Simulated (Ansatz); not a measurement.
# Ir: x(Au) = 0.667, 3 atoms, Immm

Start from Ir in the fcc (Cu type) structure (space group Fm-3m, No. 225; a = 3.844 Å).

The other end (x = 1) is Au in the fcc (Cu type) structure (space group Fm-3m, No. 225): 17.54 Å³/atom, gap zero.

It is then changed as follows: Au replaces 66.7 % of the Ir, ordered in a cell of 3 atoms (starting symmetry Immm) and fully relaxed.

Calculations: Ansatz (a quantum-chemistry and plane-wave program), r2SCAN, PAW, cutoff 500 eV, scalar-relativistic without spin-orbit coupling. Settings: 20×20×20 k-points, 0.05 eV Fermi–Dirac smearing, for the changed cell.

- Volume per atom = 16.36 Å³ (base 14.20 Å³)
- Density = 19.83 g/cm³ (base 22.47 g/cm³)
- Shortest interatomic distance = 2.761 Å (base 2.718 Å)
- Band gap = zero (base zero)
- Mixing energy = +0.45 eV/atom (to 0.01 eV only: unlike meshes or grids)
- Deviation of the volume from the linear (Vegard-type) interpolation = -0.4 %

Final structure:

```xyz
3
Lattice="-1.3805 2.0211 4.3983 1.3805 -2.0211 4.3983 1.3805 2.0211 -4.3983" Properties=species:S:1:pos:R:3 pbc="T T T"
Au     0.0000     0.0000     2.9669
Ir     0.0000     0.0000     0.0000
Au     0.0000     0.0000     5.8298
```

These are small ordered cells, not random alloys; other orderings at the same x differ. Stability against distortions was not tested. All final runs are without spin polarisation. IrAu2 has a high density of states at the Fermi level and may be magnetic at this level.
